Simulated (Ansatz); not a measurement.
# Several settings converged on a (110) slab of Zr (cut from a parent of space group no. 229; 4 atoms in the cell)

```
CELL_PARAMETERS angstrom
      3.11734     0.00000     0.00000
     -4.15646     2.93906     0.00000
      0.00000     0.00000    21.63591
ATOMIC_POSITIONS crystal
  Zr 0.00000 0.25000 0.32354
  Zr 0.00000 0.75000 0.44118
  Zr 0.00000 0.25000 0.55882
  Zr 0.00000 0.75000 0.67646
```

Base method: LDA (PW92), default PAW files made with PBE (plane waves; Ansatz, a program for electronic structure).

Base settings: basis.ecutwfc = 420 eV; kpoints.mp_grid.grid = 12 12 1; hamiltonian.xc = lda; hamiltonian.pseudopotentials = {kind: paw} (the program's default PAW files); scf.occupations.method = fermi_dirac; scf.occupations.width = 0.1 eV.

The count of work is k-points × plane waves × bands × iterations; it is no time. Core times come from one kind of shared machine, to one figure; runs under 30 s give none.

**The vacuum**

The mesh stays at the base's, so the ladder's end is converged at best in this setting alone.

Only quantities that move along the ladder and can be compared are tabulated.

| vacuum between outermost atoms (Å) | free energy less the last step's (meV/atom) | largest difference of a force vector from the last step's (eV/Å) | count of work / last |
|---|---|---|---|
| 3.0 | -452.41 | 0.954 | 0.24 |
| 4.0 | -236.44 | 0.841 | 0.31 |
| 5.0 | -92.81 | 0.400 | 0.34 |
| 6.0 | -30.73 | 0.148 | 0.36 |
| 7.0 | -8.72 | 0.044 | 0.45 |
| 8.0 | -2.23 | 0.011 | 0.42 |
| 10.0 | -0.15 | 0.001 | 0.47 |
| 12.0 | -0.01 | 0.000 | 0.59 |
| 14.0 | 0.00 | 0.000 | 0.66 |
| 17.0 | 0.00 | 0.000 | 0.65 |
| 20.0 | 0.00 | 0.000 | 0.73 |
| 25.0 | 0.00 | 0.001 | 0.86 |
| 30.0 | 0.00 | 0.000 | 1.0 |

Smallest vacuum between outermost atoms (Å) that holds the free energy within 2 meV/atom of the last step, with all finer ones: 10.0; the step before is off by 2.2 meV/atom.

Smallest vacuum between outermost atoms (Å) that holds the forces within 0.01 eV/Å of the last step, with all finer ones: 10.0; the step before is off by 0.011 eV/Å.

**The plane-wave cutoff**

The mesh stays at the base's, so the ladder's end is converged at best in this setting alone.

Only quantities that move along the ladder and can be compared are tabulated.

```csv
basis.ecutwfc,free energy less the last step's (meV/atom),largest difference of a force vector from the last step's (eV/Å),count of work / last
210 eV,912.12,0.024,0.11
250 eV,195.90,0.010,0.16
295 eV,26.76,0.003,0.21
355 eV,1.82,0.001,0.27
420 eV,0.29,0.000,0.35
505 eV,0.10,0.000,0.41
630 eV,0.05,0.000,0.65
840 eV,0.00,0.000,1.0
```

Coarsest basis.ecutwfc that holds the forces within 0.005 eV/Å of the last step, with all finer ones: 295 eV, at 0.21 of the last step's count of work; the step before is off by 0.010 eV/Å.

Coarsest basis.ecutwfc that holds the free energy within 1 meV/atom of the last step, with all finer ones: 420 eV, at 0.35 of the last step's count of work; the step before is off by 1.8 meV/atom.

**The depth of the slab**

On a (110) slab of Zr (cut from a parent of space group no. 229; 1 atoms in the cell), and deeper slabs.

Surface energy = (E_slab − N e_bulk)/2A, with e_bulk from the bulk crystal on its finest mesh (455 k-points); errors per atom of slab and bulk, whose meshes differ, grow with N. The bulk cell stands at -8.1 GPa at this level, so the slab is strained in the plane.

The mesh stays at the base's, so the ladder's end is converged at best in this setting alone.

Only quantities that move along the ladder and can be compared are tabulated.

| atoms | unrelaxed surface energy (J/m²) | count of work / last | core time / last (rough) |
|---|---|---|---|
| 1 | 2.150 | 0.033 | – |
| 2 | 1.804 | 0.073 | – |
| 3 | 1.783 | 0.12 | – |
| 4 | 1.814 | 0.20 | – |
| 5 | 1.813 | 0.24 | – |
| 6 | 1.810 | 0.33 | – |
| 8 | 1.812 | 0.51 | 0.5 |
| 9 | 1.811 | 0.71 | 0.5 |
| 11 | 1.811 | 1.0 | 1 |

Smallest size that holds the unrelaxed surface energy within 0.05 J/m² of the last step, with all finer ones: 2, at 0.073 of the last step's count of work; the step before is off by 0.34 J/m².

On the base run: the starting cell comes from a database of computed structures (which also holds hypothetical and non-ambient phases and stackings), without a prior relaxation at this level. The slab is cut from that crystal, and its faces are unrelaxed. Its lattice was rescaled by up to half a per cent.

Keys are those of Ansatz 0.2.
